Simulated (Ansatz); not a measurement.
SiO2 (Cmc2₁, No. 36, 36 atoms in the cell; start mp-556218; a measured phase of this formula has another space group), treated with r²SCAN (Ansatz, a first-principles code, plane waves, PAW).

Numerical settings: plane-wave cutoff 560 eV, 4×4×6 k mesh (along the axes of the cell as run), Fermi–Dirac smearing 0.01 eV, scalar-relativistic PAW data made under PBE.

Cell (relaxed at this level):

```
CELL_PARAMETERS angstrom
      7.01388    -8.68617     0.00000
      7.01388     8.68617     0.00000
      0.00000     0.00000     5.05197
ATOMIC_POSITIONS crystal
  Si 0.41747 0.99484 0.77410
  Si 0.58253 0.00516 0.27410
  Si 0.00516 0.58253 0.77410
  Si 0.99484 0.41747 0.27410
  Si 0.27393 0.72607 0.84246
  Si 0.72607 0.27393 0.34246
  Si 0.24695 0.34434 0.27537
  Si 0.75305 0.65566 0.77537
  Si 0.65566 0.75305 0.27537
  Si 0.34434 0.24695 0.77537
  Si 0.37834 0.62166 0.34240
  Si 0.62166 0.37834 0.84240
  O  0.68628 0.12872 0.29469
  O  0.31372 0.87128 0.79469
  O  0.87128 0.31372 0.29469
  O  0.12872 0.68628 0.79469
  O  0.00989 0.47210 0.97745
  O  0.99011 0.52790 0.47745
  O  0.52790 0.99011 0.97745
  O  0.47210 0.00989 0.47745
  O  0.66155 0.52336 0.79425
  O  0.33845 0.47664 0.29425
  O  0.47664 0.33845 0.79425
  O  0.52336 0.66155 0.29425
  O  0.69439 0.30561 0.64304
  O  0.30561 0.69439 0.14304
  O  0.89113 0.64436 0.84260
  O  0.10887 0.35564 0.34260
  O  0.35564 0.10887 0.84260
  O  0.64436 0.89113 0.34260
  O  0.34675 0.65325 0.64307
  O  0.65325 0.34675 0.14307
  O  0.25167 0.29029 0.98104
  O  0.74833 0.70971 0.48104
  O  0.70971 0.74833 0.98104
  O  0.29029 0.25167 0.48104
```

**Question.** Predict the band gap and smallest direct gap on the k points sampled.

**Answer.** 
- band gap = 6.48 eV
- smallest direct gap on the k points sampled = 6.49 eV

The computed numbers hold no vibrational or temperature effects.

Computing time: roughly 23 core-minutes.

A start named mp-… is a Materials Project structure, which need not be a measured phase.
